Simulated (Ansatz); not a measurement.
Base system: BiB in the zinc blende structure (space group F-43m, No. 216; a = 5.456 Å; a hypothetical phase, not in the database extracts checked).

Modification: a negative pressure, −1 GPa.

Levels (all Ansatz, a program for electronic structure, PAW): PBEsol (420 eV, scalar-relativistic without spin-orbit coupling); r2SCAN (500 eV, without spin-orbit coupling); HSE06 (420 eV, without spin-orbit coupling).

One geometry, relaxed with PBEsol, under each level:

Notes on the quantities. hole mass: degenerate bands, along [100].

```csv
level,band gap,lowest conduction level above the VBM at special points,electron mass,hole mass,pressure
PBEsol,0.35 eV,Γ 0.35 eV; L 0.41 eV; X 0.80 eV; K 1.24 eV,0.027 mₑ (at Γ),"0.026, 0.22, 0.22 mₑ (at Γ)",-10.1 kbar
r2SCAN,0.44 eV,Γ 0.44 eV; L 0.55 eV; X 1.00 eV; K 1.48 eV,0.029 mₑ (at Γ),"0.028, 0.21, 0.21 mₑ (at Γ)",5.2 kbar
HSE06,0.94 eV,Γ 0.94 eV; L 0.95 eV; X 1.31 eV,–,–,–
```

Single points use the geometry relaxed with PBEsol. Their cutoffs differ, which shifts pressures a little. With Bi present, leaving out spin-orbit coupling can change the band edges. Load acts through the strain it causes; cell and atoms are relaxed under it. Masses are band curvatures over ±0.01 Å⁻¹ around the edge. Stability against distortions was not tested.
